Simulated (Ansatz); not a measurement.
Ansatz (a program for electronic structure) run on BaSrSi₄ (C222_1, 12 atoms in the cell): self-consistent single point.

Computed with PBEsol, PAW files at level accurate made with PBE (plane waves; Ansatz).

```yaml
crystal:
  lattice:
    - [4.68437, -4.73778, 0.00000]
    - [4.68437, 4.73778, 0.00000]
    - [0.00000, 0.00000, 6.67072]
  atoms:
    - { symbol: Ba, position: [0.12549, 0.87451, 0.75000] }
    - { symbol: Ba, position: [0.87451, 0.12549, 0.25000] }
    - { symbol: Sr, position: [0.37555, 0.37555, 0.00000] }
    - { symbol: Sr, position: [0.62445, 0.62445, 0.50000] }
    - { symbol: Si, position: [0.42205, 0.17627, 0.45310] }
    - { symbol: Si, position: [0.57795, 0.82373, 0.95310] }
    - { symbol: Si, position: [0.17627, 0.42205, 0.54690] }
    - { symbol: Si, position: [0.82373, 0.57795, 0.04690] }
    - { symbol: Si, position: [0.08242, 0.66298, 0.29088] }
    - { symbol: Si, position: [0.91758, 0.33702, 0.79088] }
    - { symbol: Si, position: [0.66298, 0.08242, 0.70912] }
    - { symbol: Si, position: [0.33702, 0.91758, 0.20912] }
```

Reference input (self-consistent single point, DFT, PBEsol, plane waves, default PAW files made with PBE): basis.ecutwfc = 420 eV; kpoints.mp_grid.grid = 4 4 4; hamiltonian.xc = pbesol; hamiltonian.pseudopotentials = {kind: paw} (the program's default PAW files); scf.occupations.method = cold; scf.occupations.width = 0.1 eV. This run's input differs from it in these lines:

Ansatz 0.2 input:
```diff
@@ -19,4 +19,2 @@
     - { symbol: Si, position: [0.337020, 0.917580, 0.209120] }
-basis:
-  ecutwfc: 420.0
 kpoints:
@@ -25,3 +23,3 @@
   xc: pbesol
-  pseudopotentials: { kind: paw }
+  pseudopotentials: { kind: paw, level: accurate }
 scf:
```

The program printed (abridged):

```
SCF iter   1: F=—  HF=-23659.130036 eV  |F-HF|=—  |Δ(HF+E_count)|=         —  Δρ=3.38e-2  dr2=2.44e0  ethr=3.10e-3  ⟨swp⟩=12.0  Hψ=5733  notcnv=0
all-band conjugate gradients solve this SCF's bands
preconditioner: auto → Resta (q_TF=auto, 2.155 Å⁻¹)
SCF iter   2: F=—  HF=-23658.503108 eV  |F-HF|=—  |Δ(HF+E_count)|=   6.27e-1  S|Δr|=    0.00e0  Δρ=1.83e-2  dr2=6.76e-1  ethr=3.10e-3  ⟨swp⟩=1.9  Hψ=1223  notcnv=0  defer=93
   [... lines left out ...]
SCF iter   6: F=—  HF=-23658.308658 eV  |F-HF|=—  |Δ(HF+E_count)|=   2.23e-5  S|Δr|=    0.00e0  Δρ=2.86e-5  dr2=2.62e-6  ethr=1.47e-7  ⟨swp⟩=2.3  Hψ=1303  notcnv=0  defer=104
SCF iter   7: F=—  HF=-23658.309023 eV  |F-HF|=—  |Δ(HF+E_count)|=   3.65e-4  S|Δr|=    0.00e0  Δρ=1.28e-5  dr2=6.67e-7  ethr=3.64e-9  ⟨swp⟩=2.0  Hψ=1432  notcnv=0  defer=104
SCF iter   8: F=-23658.309023 eV  HF=-23658.309023 eV  |F-HF|=5.70e-9  |Δ(HF+E_count)|=   1.45e-7  S|Δr|=    0.00e0  Δρ=2.60e-6  dr2=2.46e-8  ethr=1.39e-10  ⟨swp⟩=13.0  Hψ=5631  notcnv=0
SCF 1 converged in 8 iterations: F = -23658.309023 eV  dr2 = 2.46e-8
Stability not checked (fill_not_monotonic)
Free energy (F): -23658.309023 eV
Internal energy: -23658.309282 eV  (E = F + TS)
E sigma→0 (E₀):  -23658.309110 eV
Entropy (-TS):   0.000259 eV (0.022 meV/atom)
Fermi energy:    8.433021 eV
--- Forces (eV/Å), atoms counted from 1 ---
  atom   1  Ba     0.00000000     0.05854364    -0.00000000
  atom   2  Ba     0.00000000    -0.05854364    -0.00000000
  atom   3  Sr    -0.03043241    -0.00000000     0.00000000
  atom   4  Sr     0.03043241     0.00000000     0.00000000
   [... lines left out ...]
  atom  12  Si    -0.04564246     0.04297276    -0.02201689
--- Stress (GPa, compression-positive) ---
       -2.140588      -0.000000       0.000000
       -0.000000      -2.307520      -0.000000
        0.000000      -0.000000      -2.325491
  P = ⅓ Tr σ = -2.2579 GPa (-22.579 kbar)
  The stress holds the Pulay correction. Without it, at fixed plane waves, as pw.x and ABINIT print it: P = -2.2606 GPa
```

The run converged in 8 iterations. Against the reference run the pressure moves little (-2.25 to -2.26 GPa) and the largest force moves little (0.065 to 0.066 eV/Å). The full log also holds: “WARN basis.ecutwfc = 420 eV, the default”.

The starting cell comes from a database of computed structures (which also holds hypothetical and non-ambient phases and stackings), without a prior relaxation at this level. Ansatz's pressure includes its estimate of the finite-basis (Pulay) stress.
